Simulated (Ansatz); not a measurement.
## Sn: response to strain

Take Sn in the diamond structure (space group Fd-3m, No. 227) as the base.

```
Sn
1.0
    0.00000     3.28439     3.28439
    3.28439     0.00000     3.28439
    3.28439     3.28439     0.00000
Sn
2
Direct
  0.50000   0.50000   0.50000
  0.75000   0.75000   0.75000
```

Cartesian axes are those of the cell as printed.

Strains are applied to the cell and any free atomic positions relax; under biaxial strain the out-of-plane vector relaxes too.

Method: DFT with r2SCAN, PAW potentials and a 500 eV plane-wave cutoff in Ansatz (a program for electronic structure), no spin-orbit coupling, earlier PAW set.

Notes on the quantities. pressure: mean of the normal stresses, compression positive; energy relative to the base: free energy F.

```json
[
 {"change": "base", "shortest interatomic distance": "2.844 Å", "pressure": "0.0 GPa", "energy relative to the base": "0 meV/atom", "space group": "Fd-3m (No. 227)"},
 {"change": "biaxial strain −2.60 %, plane normal [001], relaxed out of plane", "shortest interatomic distance": "2.819 Å", "pressure": "1.3 GPa", "energy relative to the base": "+11 meV/atom", "space group": "I4_1/amd (No. 141)"},
 {"change": "biaxial strain −1.84 %, plane normal [001], relaxed out of plane", "shortest interatomic distance": "2.826 Å", "pressure": "0.9 GPa", "energy relative to the base": "+5.3 meV/atom", "space group": "I4_1/amd (No. 141)"},
 {"change": "biaxial strain −0.73 %, plane normal [001], relaxed out of plane", "shortest interatomic distance": "2.837 Å", "pressure": "0.3 GPa", "energy relative to the base": "+0.8 meV/atom", "space group": "I4_1/amd (No. 141)"},
 {"change": "biaxial strain −4.41 %, plane normal [110], relaxed out of plane", "shortest interatomic distance": "2.774 Å", "pressure": "2.8 GPa", "energy relative to the base": "+40 meV/atom", "space group": "Imma (No. 74)"},
 {"change": "biaxial strain −2.05 %, plane normal [110], relaxed out of plane", "shortest interatomic distance": "2.809 Å", "pressure": "1.3 GPa", "energy relative to the base": "+8.4 meV/atom", "space group": "Imma (No. 74)"},
 {"change": "biaxial strain +0.20 %, plane normal [110], relaxed out of plane", "shortest interatomic distance": "2.846 Å", "pressure": "-0.1 GPa", "energy relative to the base": "+0.1 meV/atom", "space group": "Imma (No. 74)"},
 {"change": "biaxial strain +1.04 %, plane normal [110], relaxed out of plane", "shortest interatomic distance": "?", "pressure": "?", "energy relative to the base": "?", "space group": "Imma (No. 74)"},
 {"change": "isotropic strain −5.14 %", "shortest interatomic distance": "2.698 Å", "pressure": "9.9 GPa", "energy relative to the base": "+137 meV/atom", "space group": "Fd-3m (No. 227)"},
 {"change": "isotropic strain +1.21 %", "shortest interatomic distance": "2.879 Å", "pressure": "-1.4 GPa", "energy relative to the base": "+6.0 meV/atom", "space group": "Fd-3m (No. 227)"}
]
```

What belongs in the blanks?


- biaxial strain +1.04 %, plane normal [110], relaxed out of plane, shortest interatomic distance: 2.853 Å
- biaxial strain +1.04 %, plane normal [110], relaxed out of plane, pressure: -0.6 GPa
- biaxial strain +1.04 %, plane normal [110], relaxed out of plane, energy relative to the base: +2.1 meV/atom

A biaxial case was relaxed in a doubled cell and then solved in the primitive one. Stability against distortions was not tested.
